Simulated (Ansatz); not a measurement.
## MgB2C2, response to strain

Take MgB2C2 (space group Pnnm, No. 58; a = 4.6168 Å, b = 7.1694 Å, c = 2.7660 Å; a cell from a computed database, its experimental status unchecked) as the base. Axes: x, y, z lie along a, b, c of the conventional cell.

Strains are applied to the cell and any free atomic positions relax; under biaxial strain the out-of-plane vector relaxes too.

Level of theory: PBEsol (Ansatz, a quantum-chemistry and plane-wave program), no spin-orbit coupling.

Notes on the quantities. pressure: mean of the normal stresses, compression positive.

| variant | pressure | band gap | volume per atom |
|---|---|---|---|
| base | 0.00 GPa | 1.20 eV | 9.16 Å³ |
| biaxial strain −1.17 %, plane normal [001], relaxed out of plane | 2.49 GPa | 1.08 eV | 8.96 Å³ |
| isotropic strain −2.68 % | 14.74 GPa | 0.96 eV | 8.44 Å³ |
| uniaxial strain ε_xx = −4.38 % | 7.12 GPa | 0.98 eV | 8.75 Å³ |

No phonon test of stability was made.
